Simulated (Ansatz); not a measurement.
A user runs Ansatz (a quantum-chemistry and plane-wave program) on Ba₂MgCrMoO₆ (Immm, 11 atoms in the cell) and asks whether the run is sound. The aim is a self-consistent single point with DFT, PBEsol, plane waves, default PAW files made with PBE.

Cell that was meant: a = 6.2074 Å, b = 6.2074 Å, c = 6.2074 Å, α = 124.39°, β = 123.35°, γ = 83.42°.

Part of the input:

Ansatz 0.2 input:
```yaml
magnetization:
  spin_polarized: true
scf:
  occupations: { method: gaussian, width: 1.0 eV }
output:
  forces: true
  eigenvalues: true
```

Output (repeated stretches shortened):

```
WARN ansatz: RAYON_NUM_THREADS=1 ignored (pool sized by the plan → 1); use --threads N
   [... lines left out ...]
PAW frozen core: O, regenerated for the run's functional, and the local potential with it
Initial density: superposition of atomic densities (chi_scale 0.1, normalization cell, long waves kept (reshape's long-wave potential 0.01 eV rms))
Starting moments: Σ|m| = 5 μB on 2 of 11 sites
Initial wavefunctions: pseudopotential atomic-orbital guess
Eigensolver: davidson
Functional: x = pbesol(κ = 0.804, μ = 0.12345679012345678), c = pbesol(β = 0.046)
SCF iter   1: F=—  HF=-25258.931712 eV  |F-HF|=—  |Δ(HF+E_count)|=         —  Δρ=6.40e-2 (↑6.40e-2 ↓3.87e-2)  dr2=3.64e1  dr2_m=4.82e-1  M=3.279 μB ∫|m|=3.458 μB  β_m=0.30  ethr=3.10e-3  ⟨swp⟩=9.4  Hψ=5557  notcnv=0
Mixer restart at iter 1: flushing history
all-band conjugate gradients solve this SCF's bands
preconditioner: auto → Kerker (q_TF=auto, 2.502 Å⁻¹)
   [... lines left out ...]
SCF iter  17: F=—  HF=-25256.348202 eV  |F-HF|=—  |Δ(HF+E_count)|=   6.50e-9  Δρ=2.16e-6 (↑2.16e-6 ↓9.32e-7)  dr2=2.15e-8  dr2_m=1.03e-9  M=2.331 μB ∫|m|=3.553 μB  β_m=0.90  ethr=1.63e-10  ⟨swp⟩=2.0  Hψ=1814  notcnv=0
SCF iter  18: F=-25256.348202 eV  HF=-25256.348202 eV  |F-HF|=5.43e-8  |Δ(HF+E_count)|=   1.47e-9  Δρ=3.20e-6 (↑3.20e-6 ↓1.48e-6)  dr2=5.73e-8  dr2_m=1.60e-9  M=2.331 μB ∫|m|=3.553 μB  ethr=2.28e-11  ⟨swp⟩=10.9  Hψ=4345  notcnv=0
SCF 1 converged in 18 iterations: F = -25256.348202 eV  dr2 = 5.73e-8
WARN: the starting moments were not kept: 1 of 2 ended reversed and 1 kept their direction, counting a site from 0.1 μB …
   [... lines left out ...]
Absolute magnetization: 3.5600 μB (∫|ρ↑−ρ↓|, with the PAW one-centre terms)
Free energy (F): -25256.348202 eV
Fermi energy:    11.591757 eV
   [... lines left out ...]
  atom  11  O      0.00000000     0.00000000    -1.10167812
--- Stress (GPa, compression-positive) ---
      -11.932957       0.000000       0.000000
        0.000000     -12.421309       0.000000
        0.000000       0.000000      -6.665406
  P = ⅓ Tr σ = -10.3399 GPa (-103.399 kbar)
  The stress holds the Pulay correction. Without it, at fixed plane waves, as pw.x and ABINIT print it: P = -10.8441 GPa
```

Q: Can these results be used? Check the input.

A: The run is not sound. The fault is a smearing width that is far too large. A width of many tenths of an electronvolt moves electrons far across the Fermi level or the gap, and the free energy and its derivatives carry a large smearing term. To fix it, use a width small against the gap or band features. The run converged in 18 iterations without an error; against the sound input the free energy drops by 72.6 meV/atom, the pressure goes from -10.96 to -10.34 GPa, the largest force goes from 0.512 to 1.102 eV/Å and the size of the net moment goes from 0.02 to 0.21 μB/atom.

The sound input it was made from differs as follows (other fixes are possible):
```diff
-  occupations: { method: gaussian, width: 1.0 eV }
+  occupations: { method: gaussian, width: 0.01 eV }
```

With that input, the run converged in 23 iterations: free energy E − TS (on the zero of these files) -25255.5499 eV; Fermi level (on the code's own zero) 11.39 eV; pressure -10.96 GPa; largest force (vector length) 0.512 eV/Å; size of the cell's spin moment 0.19 μB (DFT, PBEsol, plane waves, default PAW files made with PBE).

On the sound input: the starting cell comes from a database of computed structures (which also holds hypothetical and non-ambient phases and stackings), without a prior relaxation at this level. The magnetic order is the one reached from the typed start; others were not searched systematically. The program warned that a starting moment was not kept. With a pressure of about -11 GPa the cell is away from its equilibrium volume at this level. Ansatz's pressure includes its estimate of the finite-basis (Pulay) stress. Without the estimate this run gives -11.47 GPa. Without a gap this mesh is coarse (it stands for a supercell whose shortest vector is 17 Å).
